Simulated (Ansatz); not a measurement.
Base system: CsPbBr$_{3}$ (space group R3m, No. 160; a = 8.261 Å, c = 10.338 Å (hexagonal axes); a hypothetical phase, not in the database extracts checked).

All numbers come from PBEsol (Ansatz, a first-principles code, PAW, no SOC).

For the base:

| Item | Result |
|---|---|
| Gap between the host's bands | 1.52 eV |

One thing is altered: electron doping at 2.0×10^21 cm⁻³ (0.407 per cell), with a uniform compensating background at fixed cell and a 300 K Fermi–Dirac width.

### Question
Estimate the effect on the gap between the host's bands, largest internal atomic displacement and Fermi level from band edge.

### Answer
The gap between the host's bands goes up by 0.045 eV to 1.56 eV; the largest internal atomic displacement amounts to 0.100 Å; the Fermi level relative to the doped band's edge (positive inside the band; to 0.05 eV) amounts to +0.60 eV.

Carriers are added with a uniform compensating background; total energy and stress of such cells depend on the potential's zero and are not compared; many-body gap narrowing is missing at this level. Spin-orbit coupling, missing from the scalar runs, can matter with Pb. No phonon test of stability was made.
